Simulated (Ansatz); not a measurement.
```xyz
6
Lattice="4.0208 0.0000 0.0000 -2.0104 3.4821 0.0000 0.0000 0.0000 26.7400" Properties=species:S:1:pos:R:3 pbc="T T T"
Ge     0.0000     2.3214     9.6307
Ge     2.0104     1.1607    10.4323
Ge     2.0104     1.1607    12.9588
Ge     0.0000     2.3214    13.7812
Ge     0.0000     2.3214    16.3077
Ge     2.0104     1.1607    17.1093
```

Level of theory: PBE+D3(BJ) (plane waves to 420 eV, PAW; Ansatz, a program for electronic structure). Spin–orbit coupling is left out. Its k-point mesh 12×12×1, Fermi–Dirac width 0.05 eV. A dipole correction is on.

Problem. Name the layers and their stacking, and give its main results.

Solution. 3 layers of germanene, started at antiparallel, no shift (facing Ge atop Ge, held by symmetry; germanene a predicted or substrate-bound sheet, here free).
The step of the vacuum level across the stack (top less bottom) comes out as 0.00 eV and the work functions of the lower and upper faces is 4.56 and 4.56 eV.
